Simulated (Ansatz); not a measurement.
SiC: response to strain

Base system: SiC (space group P6_3mc, No. 186).

```
SiC
1.0
    3.09412     0.00000     0.00000
   -1.54706     2.67959     0.00000
    0.00000     0.00000    10.12917
Si C
4 4
Direct
  0.00000   0.00000   0.00031
  0.00000   0.00000   0.50031
  0.66667   0.33333   0.75025
  0.33333   0.66667   0.25025
  0.00000   0.00000   0.81285
  0.00000   0.00000   0.31285
  0.66667   0.33333   0.56221
  0.33333   0.66667   0.06221
```

Cartesian axes are those of the cell as printed.

Strains are applied to the cell and any free atomic positions relax; under biaxial strain the out-of-plane vector relaxes too.

Computed with PBE (Ansatz, a program for electronic structure), no spin-orbit coupling, earlier PAW set.

```csv
"biaxial strain, plane normal [001], relaxed out of plane (%)",band gap (eV)
-1.66,2.09
-1.54,2.10
-0.9,?
0,2.22
```

**Question.** Fit E_g = E₀ + Dε (ε in %) to the rows shown and predict the withheld row.

**Answer.** Least squares on the printed values gives E₀ = 2.22 eV, D = 78.1 meV per % of strain (largest residual 0.00 eV); this predicts 2.15 eV, and the run gives 2.16 eV, in agreement.

No phonon test of stability was made.
